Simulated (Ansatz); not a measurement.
# ZnS, response to strain

Base system: ZnS in the zinc blende structure (space group F-43m, No. 216; a = 5.389 Å). Axes: x, y, z lie along the cube axes.

Strains are applied to the cell and any free atomic positions relax.

Level of theory: Ansatz (a quantum-chemistry and plane-wave program) r2SCAN, no spin-orbit coupling.

Candidates:
(a) tensor shear ε_xy = +0.29 %
(b) tensor shear ε_xy = +2.00 %
(c) tensor shear ε_xy = +0.86 %

For the base:

```
Item       Result
--------  -------
Band gap  2.70 eV
```

Problem. Order them by band gap, highest first.

Solution. (a) tensor shear ε_xy = +0.29 % (2.69 eV), (c) tensor shear ε_xy = +0.86 % (2.65 eV), (b) tensor shear ε_xy = +2.00 % (2.56 eV)

Whether these cells are dynamically stable was not tested.
